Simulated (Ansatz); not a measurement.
Start from SnO2 in the rutile structure (space group P4_2/mnm, No. 136; a = 4.828 Å, c = 3.238 Å).

The values are results of PBE (Ansatz, an electronic-structure program, PAW, without spin-orbit coupling), not measurements.

Strains are applied to the cell and any free atomic positions relax.

One change was made to it. Results:

```csv
quantity,base,after
"pressure (mean of the normal stresses, compression positive)",0.00 GPa,20.23 GPa
energy relative to the base (free energy F),0 meV/atom,+63 meV/atom
mean gap deformation potential ΔEg/Δln V,–,-11.0 eV
```

Question: Name the change that was made.
A. isotropic strain −0.60 %
B. isotropic strain −2.40 %
C. isotropic strain −3.00 %
D. isotropic strain −1.80 %

Answer: C, isotropic strain −3.00 %. For comparison, the energy relative to the base in the other runs: isotropic strain −0.60 % gives +2.3 meV/atom; isotropic strain −2.40 % gives +40 meV/atom; isotropic strain −1.80 % gives +22 meV/atom.

Gaps are read on the SCF mesh and a high-symmetry path. Stability against distortions was not tested.
